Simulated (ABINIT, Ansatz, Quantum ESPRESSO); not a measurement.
## GaSb (F-43m, 2 atoms in the cell) computed with different codes at matched settings

Self-consistent single point.

```yaml
crystal:
  lattice:
    - [0.00000, 3.05572, 3.05572]
    - [3.05572, 0.00000, 3.05572]
    - [3.05572, 3.05572, 0.00000]
  atoms:
    - { symbol: Ga, position: [0.00000, 0.00000, 0.00000] }
    - { symbol: Sb, position: [0.75000, 0.75000, 0.75000] }
```

Shared settings, as Ansatz (an electronic-structure program) writes them: kpoints.mp_grid.grid = 9 9 9; magnetization.spin_orbit = true; scf.occupations.method = gaussian; scf.occupations.width = 0.0073 Ry. Potentials and cutoffs stand in the table.

| code | model | pressure (GPa) | cutoff |
|---|---|---|---|
| ABINIT | PBE, spin-orbit coupling, norm-conserving pseudopotentials (PseudoDojo nc-fr-04 PBE standard) | 2.55 | 80 Ry |
| Quantum ESPRESSO | PBE, spin-orbit coupling, PSlibrary fully relativistic PAW (PBE) pseudopotentials | 2.49 | 70 Ry |
| Ansatz | PBE with spin-orbit coupling, PAW files | 2.53 | 30.9 Ry |

No clean gap comes from ABINIT, Quantum ESPRESSO and Ansatz: levels at the Fermi energy touch, overlap or are partly filled at this smearing.

The spread over the programs that give each value: pressure within 0.06 GPa.

Ansatz's pressure is given at a fixed set of plane waves, as the other plane-wave codes print theirs; with its correction for the finite basis it is 2.57 GPa.

The starting cell comes from a database of computed structures (which also holds hypothetical and non-ambient phases and stackings), without a prior relaxation at this level. Its lattice was rescaled by a random factor within 2.5 % of one.

Left out of this page: Elk and FLEUR (with a known weakness of the program); SIESTA (not drawn, or without a comparable value).

Keys are those of Ansatz 0.2.
